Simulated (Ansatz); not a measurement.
Band structure of YbCuPb (P6_3/mmc, 6 atoms in the cell).

```
CELL_PARAMETERS angstrom
      4.82513     0.00000     0.00000
     -2.41257     4.17869     0.00000
      0.00000     0.00000     7.34417
ATOMIC_POSITIONS crystal
  Yb 0.00000 0.00000 0.50000
  Yb 0.00000 0.00000 0.00000
  Cu 0.66667 0.33333 0.25000
  Cu 0.33333 0.66667 0.75000
  Pb 0.66667 0.33333 0.75000
  Pb 0.33333 0.66667 0.25000
```

Method of the run: PBEsol, PAW files made with PBE (plane waves; Ansatz, a program for electronic structure).

Settings: basis.ecutwfc = 420 eV; kpoints.mp_grid.grid = 5 5 3; hamiltonian.xc = pbesol; hamiltonian.pseudopotentials = {kind: paw} (the program's default PAW files); scf.occupations.method = fermi_dirac; scf.occupations.width = 0.1 eV; kpoints.band_path.npoints = 8.

The starting cell comes from a database of computed structures (which also holds hypothetical and non-ambient phases and stackings), without a prior relaxation at this level. Its lattice was rescaled by a random factor within 2.5 % of one. Spin-orbit coupling is off. Spin polarisation is off.

Levels in eV from the Fermi level, bands 53 to 60:
```tsv
point	53	54	55	56	57	58	59	60
Γ	-0.45	-0.45	-0.45	0.49	0.55	1.49	1.56	1.56
M	-0.47	-0.46	-0.45	-0.44	-0.39	-0.33	-0.24	2.53
K	-0.47	-0.47	-0.46	-0.44	-0.41	-0.41	2.16	2.16
A	-0.43	-0.43	0.24	0.24	0.24	0.24	0.87	0.87
L	-0.47	-0.47	-0.39	-0.39	0.03	0.03	0.93	0.93
H	-0.47	-0.47	-0.45	-0.45	0.31	0.31	1.47	1.47
```

Bands cross the Fermi level along this path, so the cell is metallic at this level.

Keys are those of Ansatz 0.2.
